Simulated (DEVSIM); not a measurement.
Device: double heterostructure, GaAs between p- and n-type Al0.35Ga0.65As, at 400 K.

Layer 1 from the left is Al0.35Ga0.65As, thickness (μm) 0.340, Na (cm⁻³) 5.7e17, τn (s) 2.7e-8, τp (s) 2.7e-8. Layer 2 from the left is GaAs, thickness (μm) 0.0230, Nd (cm⁻³) 7.4e15, τn (s) 2.7e-8, τp (s) 2.7e-8. Layer 3 from the left is Al0.35Ga0.65As, thickness (μm) 0.540, Nd (cm⁻³) 2.3e17, τn (s) 2.7e-8, τp (s) 2.7e-8.

Left contact: ohmic. Right contact: ohmic. Voltage is applied to the left contact. Recombination: SRH at mid-gap, radiative. Mobility is μmin + (μ − μmin)/(1 + (N/Nref)^α).

Constants are typed, rounded textbook-type inputs, not results; the design itself was drawn at random and stands for no fabricated device. Values at 300 K; Nc and Nv go as T^1.5, mobilities as T to minus their exponent, the gap by Varshni's rule with the affinity fixed.

Al0.35Ga0.65As: gap (eV) 1.8604, affinity (eV) 3.7935, permittivity 11.91, Nc (cm⁻³) 7.44e17, Nv (cm⁻³) 9e18, μn (cm²/Vs) 3495, μp (cm²/Vs) 176, μn,min 500, μp,min 20, Nref,n 6e16, Nref,p 1.5e17, αn 0.39, αp 0.38, T exponent of μn 2.1, T exponent of μp 2.2, B (cm³/s) 2e-10, Varshni α (eV/K) 0.000541, Varshni β (K) 204. GaAs: gap (eV) 1.424, affinity (eV) 4.07, permittivity 12.9, Nc (cm⁻³) 4.7e17, Nv (cm⁻³) 9e18, μn (cm²/Vs) 8500, μp (cm²/Vs) 400, μn,min 500, μp,min 20, Nref,n 6e16, Nref,p 1.5e17, αn 0.39, αp 0.38, T exponent of μn 2.1, T exponent of μp 2.2, B (cm³/s) 2e-10, Varshni α (eV/K) 0.000541, Varshni β (K) 204.

Model (solved in DEVSIM): 1D drift-diffusion, Boltzmann statistics, complete ionisation; no tunnelling, impact ionisation, image-force lowering or self-heating. Band offsets follow the typed affinities; no thermionic-emission limit at abrupt steps, no polarisation charge.

Question: What does the simulation give for the dark forward voltage at 1 A/cm², the potential step across the device at zero bias?

Answer: dark forward voltage at 1 A/cm² 1.132 V; potential step across the device at zero bias 1.648 V.
